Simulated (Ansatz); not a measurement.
Base system: InAs in the zinc blende structure (space group F-43m, No. 216; a = 6.109 Å). Axes: x, y, z lie along the cube axes.

It is then changed as follows: uniaxial stress, 0.5 GPa tension along z, with the cell and atoms free to relax against it.

Levels (all Ansatz, a quantum-chemistry and plane-wave program, PAW): r2SCAN (500 eV, no spin-orbit coupling); HSE06+SOC (420 eV, with spin-orbit coupling).

The geometry is relaxed with r2SCAN.

```
Quantity         Result
---------------  ------
r2SCAN band gap    zero
```

Task: Predict the band gap and valence-band top at Γ from HSE06+SOC.

Result: The band gap becomes 0.19 eV (r2SCAN: zero); the valence-band top at Γ (three highest Kramers pairs, from the VBM) is 0.00, -0.04, -0.41 eV.

Single points use the geometry relaxed with r2SCAN. HSE06 was sampled on its mesh, a few special points and the semilocal edge points, so its gap is an upper bound. The spin-orbit shifts are approximate. Load acts through the strain it causes; cell and atoms are relaxed under it. Beyond what the load breaks, stability against distortions was not tested. The runs without spin-orbit coupling are not spin-polarised. Gaps under 0.05 eV, about the width of the smearing, are given as zero. A zero or small gap of InAs can be the functional's error rather than a property of the material.
